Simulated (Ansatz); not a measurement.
The reference is BaO in the rock salt structure (space group Fm-3m, No. 225; a = 5.5736 Å).

Levels (all Ansatz, a first-principles code, PAW): PBE (420 eV, without spin-orbit coupling); HSE06+SOC (420 eV, with spin-orbit coupling).

The geometry is relaxed with PBE.

| Quantity | Result |
|---|---|
| PBE lowest conduction level above the VBM at special points | X 2.10 eV; U 3.44 eV; K 3.44 eV; Γ 3.52 eV |

Predict the lowest conduction level above the VBM at special points from HSE06+SOC.

The lowest conduction level above the VBM at special points becomes X 3.33 eV; U 4.73 eV; K 4.73 eV; Γ 4.80 eV (PBE: X 2.10 eV; U 3.44 eV; K 3.44 eV; Γ 3.52 eV).

Single points use the geometry relaxed with PBE. The hybrid gap comes from the SCF mesh plus the semilocal run's edge points and a few special points and is an upper bound. The spin-orbit shifts are approximate. The levels and masses belong to the bands next to the band gap. No phonon test of stability was made.
